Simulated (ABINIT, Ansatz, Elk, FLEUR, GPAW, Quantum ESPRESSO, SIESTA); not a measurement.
**One structure in several programs: NiO (Fm-3m, 4 atoms in the cell)**

Self-consistent single point.

```
NiO
1.0
    4.18000     2.09000     2.09000
    2.09000     4.18000     2.09000
    2.09000     2.09000     4.18000
Ni O
2 2
Direct
  0.00000   0.00000   0.00000
  0.50000   0.50000   0.50000
  0.25000   0.25000   0.25000
  0.75000   0.75000   0.75000
```
Moments meant for the start (each program seeds them in its own way; μB, in the order of the atoms Ni Ni O O): 2.0 -2.0 0.0 0.0.

All programs got the same cell, k-point mesh and kind of occupations, and the same starting moments (in Ansatz's words: kpoints.mp_grid.grid = 6 6 6; magnetization.spin_polarized = true; scf.occupations.method = fermi_dirac; scf.occupations.width = 0.02 eV); potentials, basis and cutoffs are each program's usual ones.

```tsv
code	model	gap on the mesh (eV)	k-points	cutoff
Quantum ESPRESSO	PBE, PSlibrary PAW (PBE) pseudopotentials	1.027	32	55 Ry
SIESTA	GGA PBE, numerical atomic orbitals DZP, PseudoDojo PBE standard norm-conserving potentials (rewritten from UPF to PSML)	1.030	132	grid 400 Ry
Ansatz	PBE, default PAW files	1.029	32	420 eV
ABINIT	PBE, norm-conserving pseudopotentials (PseudoDojo nc-sr-05 PBE standard)	1.078	32	49 Ha
Elk	PBE, all-electron FP-LAPW, Elk's shipped species files, APW+lo basis with extra local orbitals	1.013	32	rgkmax 8
GPAW	PBE, GPAW PAW datasets PBE (gpaw-data 1.0.1)	1.029	32	900 eV
FLEUR	PBE, all-electron FLAPW (FLEUR), scalar-relativistic valence	1.013	32	Kmax 4.6 1/bohr
```

Gaps are read on the mesh.

The spread over the programs that give each value: gap on the mesh within 0.065 eV.

The starting cell has typed, rounded lattice constants, without a prior relaxation at this level. On Ansatz's run: The magnetic order is the one reached from the typed start; others were not searched systematically.

Why do the programs differ, and what cannot be compared?

Differences of this kind can come from the potentials, where these differ, and from what each basis and cutoff leave unconverged. The valence holds different numbers of electrons (Quantum ESPRESSO 32, SIESTA 48, Ansatz (a first-principles code) 48, ABINIT 48, GPAW 44, FLEUR 44). The zero of total energies and Fermi levels follows the potentials and each program's conventions, so they are not compared here. SIESTA uses small atom-centred bases, whose incompleteness enters pressures, forces and empty levels differently from a plane-wave cutoff. Elk and FLEUR treat all electrons, but the usual bases taken here (sphere radii, linearisation, local orbitals, empty states) were not tested for convergence, so the values are no reference for the others. Site moments depend on each program's spheres or projections; the total moment of the cell does not. The programs reduce the same mesh by symmetry to different extents, which changes the work and not the result. In the pressure, SIESTA (by 6.81) lies more than 1 GPa from the median of the plane-wave programs.

Keys are those of Ansatz 0.2.
